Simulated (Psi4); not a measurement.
Psi4 1.11, B3LYP/def2-svp: Sn(F)2(SiH3)2 ([F][Sn]([F])([SiH3])[SiH3]), 11 atoms. The geometry is a generated start, not checked to be a minimum at this level.

```
Property                                             Result
--------------------------  -------------------------------
task                                                 energy
method                                                b3lyp
basis                                              def2-svp
memory                                                 3 GB
maxiter                                                 100
keys of the molecule block                      symmetry c1
scf_type                                       df (default)
guess                        auto, which took SAD (default)
scf_initial_accelerator                     adiis (default)
e_convergence                               1e-06 (default)
d_convergence                               1e-06 (default)
dft_radial_points                              75 (default)
dft_spherical_points                          302 (default)
effective core potentials   those of the basis set, past Kr
basis functions                                         120
grid points                                          237224
```

```xyz
11

F     -0.0234     1.8291     0.9331
Sn     0.0042    -0.0328     0.0016
F     -0.3066     0.3400    -2.0235
Si     2.6419    -0.0223    -0.2391
Si    -2.5714    -0.4283     0.4618
H      2.9741    -0.0076    -1.6635
H      3.1186    -1.2715     0.3865
H      3.1574     1.1414     0.4828
H     -3.1984     0.8650     0.7332
H     -3.1402    -1.1004    -0.7076
H     -2.6563    -1.3126     1.6348
```

One run each on 2 threads. Values of diis_max_vecs tried: 3, 6, 10 (default), 20.

Problem. Predict the course of the SCF iterations along this series.

Solution. Fewest SCF iterations, within one of each other: 6 with 10, 10 (default) with 9, 20 with 9. The count rises to 16 at 3. All converge to one solution.

| diis_max_vecs | SCF iterations | end |
|---|---|---|
| 3 | 16 | same solution |
| 6 | 10 | same solution |
| 10 (default) | 9 | same solution |
| 20 | 9 | same solution |
